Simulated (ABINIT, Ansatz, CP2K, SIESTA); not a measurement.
**One structure in several programs: CdF₂ (Fm-3m, 3 atoms in the cell)**

Relaxation of cell and atoms.

```
CdF2
1.0
    0.00000     2.69188     2.69188
    2.69188     0.00000     2.69188
    2.69188     2.69188     0.00000
Cd F
1 2
Cartesian
  0.00000   0.00000   0.00000
  1.34594   1.34594   1.34594
  4.03782   4.03782   4.03782
```

Shared settings, as Ansatz (an electronic-structure program) writes them: kpoints.mp_grid.grid = 7 7 7; scf.occupations.method = fixed. Potentials and cutoffs stand in the table.

| code | model | final volume (Å³/atom) | gap on the mesh (eV) | cutoff |
|---|---|---|---|---|
| SIESTA | GGA PBE, numerical atomic orbitals DZP, PseudoDojo PBE standard norm-conserving potentials (rewritten from UPF to PSML) | 12.95 | 3.228 | grid 300 Ry |
| Ansatz | PBE, default PAW files | 13.72 | 2.973 | 420 eV |
| ABINIT | PBE, PAW (JTH v2.0 PBE PAW) | 13.71 | 2.949 | 653 eV |
| CP2K | PBE, GPW, DZVP-MOLOPT-SR-GTH basis, GTH-PBE potentials (GTH_POTENTIALS) | 13.94 | 2.849 | grid 550 Ry |

Gaps are read on the mesh.

The spread over the programs that give each value: final volume within 0.99 Å³/atom; gap on the mesh within 0.379 eV.

SIESTA and CP2K use small atom-centred bases, whose incompleteness enters pressures, forces and empty levels differently from a plane-wave cutoff. The programs treat the finite-basis stress differently while the cell relaxes: Ansatz adds an estimate of it, ABINIT smooths its cutoff (ecutsm).

The starting cell comes from a database of computed structures (which also holds hypothetical and non-ambient phases and stackings), without a prior relaxation at this level. Its lattice was rescaled by a random factor within 2.5 % of one.

Left out of this page: GPAW (not drawn, or without a comparable value).

Keys are those of Ansatz 0.2.
